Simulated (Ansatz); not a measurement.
## What x(Sc) = 0.833, 6 atoms, P-62m does to Y

The reference is Y in the hcp (Mg type) structure (space group P6_3/mmc, No. 194; a = 3.683 Å, c = 5.698 Å).

The other end (x = 1) is Sc in the hcp (Mg type) structure (space group P6_3/mmc, No. 194): 24.92 Å³/atom, gap zero.

It is then changed as follows: Sc replaces 83.3 % of the Y, ordered in a cell of 6 atoms (starting symmetry P-62m) and fully relaxed.

Calculations: Ansatz (a quantum-chemistry and plane-wave program) r2SCAN, no spin-orbit coupling. Γ-centred 9×9×9 mesh, Fermi–Dirac width 0.05 eV, for the changed cell.

| quantity | base | changed | shift |
|---|---|---|---|
| volume per atom | 33.46 Å³ | 26.26 Å³ | -7.20 Å³ |
| density | 4.41 g/cm³ | 3.31 g/cm³ | -1.106 g/cm³ |
| shortest interatomic distance | 3.555 Å | 3.269 Å | -0.286 Å |
| band gap | zero | zero | – |
| mixing energy (to 0.01 eV only: unlike meshes or grids) | – | +0.02 eV/atom | – |
| deviation of the volume from the linear (Vegard-type) interpolation | – | -0.3 % | – |

These are small ordered cells, not random alloys; other orderings at the same x differ. Stability against distortions was not tested. All final runs are without spin polarisation. YSc5 has a high density of states at the Fermi level and may be magnetic at this level.
